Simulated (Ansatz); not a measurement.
Worked example: relaxation of cell and atoms of LiHF₂ (R-3m, 4 atoms in the cell) in Ansatz (an electronic-structure program).

Method of the run: PBEsol, default PAW files made with PBE (plane waves; Ansatz).

The change in words: atoms on their sites; basis.ecutwfc: 420 eV → 840 eV; relax: default → cell and atoms. Reference geometry:
```
CELL_PARAMETERS angstrom
      1.46258     0.84442     4.35359
     -1.46258     0.84442     4.35359
      0.00000    -1.68885     4.35359
ATOMIC_POSITIONS crystal
  Li 0.00383 0.00383 0.00383
  H  0.50000 0.50000 0.50000
  F  0.41331 0.41331 0.41331
  F  0.58669 0.58669 0.58669
```

Reference input (self-consistent single point, DFT, PBEsol, plane waves, default PAW files made with PBE): basis.ecutwfc = 420 eV; kpoints.mp_grid.grid = 10 10 10; hamiltonian.xc = pbesol; hamiltonian.pseudopotentials = {kind: paw} (the program's default PAW files); scf.occupations.method = fixed. This run's input differs from it in these lines:

Ansatz 0.2 input:
```diff
@@ -6,3 +6,3 @@
   atoms:
-    - { symbol: Li, position: [0.00382800, 0.00382800, 0.00382800] }
+    - { symbol: Li, position: [0.00000000, 0.00000000, 0.00000000] }
     - { symbol: H, position: [0.50000000, 0.50000000, 0.50000000] }
@@ -11,3 +11,3 @@
 basis:
-  ecutwfc: 420.0 eV
+  ecutwfc: 840.0 eV
 kpoints:
@@ -19,2 +19,4 @@
   occupations: { method: fixed }
+relax:
+  cell: {}
 output:
```

Output, abridged:

```
   [... SCF lines of the steps left out ...]
relax step   1: F+E_penalty+E_count = -1823.36088212 eV  Δ(F+E_penalty+E_count) = +0.000e0 eV  max|allowed force component| = 1.300e-1 eV/Å  Δτ_max = 0.0000 Å  P = +2.858 GPa  Ω = 32.261 Å³  (6 SCF iters, dr2 threshold 1.00e-7 eV, accepted)
relax step   2: F+E_penalty+E_count = -1823.36805749 eV  Δ(F+E_penalty+E_count) = -7.175e-3 eV  max|allowed force component| = 6.251e-3 eV/Å  Δτ_max = 0.0038 Å  P = +1.725 GPa  Ω = 32.794 Å³  energy of the carried Pulay correction = -1.541e-4 eV  (4 [...]
   [... lines left out ...]
relax step   4: F+E_penalty+E_count = -1823.37338960 eV  Δ(F+E_penalty+E_count) = -5.385e-5 eV  max|allowed force component| = 5.361e-3 eV/Å  Δτ_max = 0.0022 Å  P = -0.008 GPa  Ω = 33.929 Å³  energy of the carried Pulay correction = -4.693e-4 eV  (4 [...]
relax step   5: F+E_penalty+E_count = -1823.37385873 eV  Δ(F+E_penalty+E_count) = -4.691e-4 eV  max|allowed force component| = 5.279e-3 eV/Å  Δτ_max = 0.0000 Å  P = -0.006 GPa  Ω = 33.929 Å³  stress off target by 1.95e-2 GPa  SCF on the basis [...]
basis re-selected at this cell: Δ(F+E_penalty+E_count) = -4.691e-4 eV, ΔP = +0.002 GPa vs the last step
the relaxation is at rest under the 12 symmetry operations that the run kept from its start: a minimum is not shown …
Stability not checked: this state was not tested for a lower state beside it, because too few of the mixer's solves of this state at the end of the SCF gave a …
Free energy (F): -1823.373859 eV
Internal energy: -1823.373859 eV  (E = F + TS)
   [... lines left out ...]
Fermi energy:    -1.150226 eV
  cell:  # Å, volume = 33.9293 Å³
   [... lines left out ...]
    - [4.549234399459783e-18, -1.7271851593610508, 4.37768571939851]
  atoms:
    - { symbol: Li, position: [-2.490363521795821e-20, -2.4903635217958097e-20, -2.490363521795816e-20] }
    - { symbol: H, position: [0.5, 0.5, 0.49999999999999994] }
    - { symbol: F, position: [0.4131112551595088, 0.4131112551595088, 0.41311125515950875] }
    - { symbol: F, position: [0.5868887448404912, 0.5868887448404912, 0.5868887448404912] }
```

The run converged.  The full log also holds: “iter 5 did not close the SCF: its close was put off for the readings that it lacked (scf_convergence_deferred on its scf_iter line)”.

Summary of the result:
- Free energy E − TS (on the zero of these files) = -1823.3739 eV
- Top of the valence band (on the code's own zero) = -1.15 eV
- Gap on the k-point mesh = 8.12 eV
- Pressure = -0.01 GPa
- Largest force (vector length) = 0.005 eV/Å
- Final cell = a = b = c = 4.706 Å, α = β = γ = 37.06°
- Final volume per atom = 8.48 Å³
- Relaxation steps = 5

The starting cell comes from a database of computed structures (which also holds hypothetical and non-ambient phases and stackings), without a prior relaxation at this level. Its lattice was rescaled by up to half a per cent. The relaxation keeps the symmetry of its start, so its end need not be a minimum. Ansatz's pressure includes its estimate of the finite-basis (Pulay) stress.

Cost on one core of a shared machine: roughly 50 s.
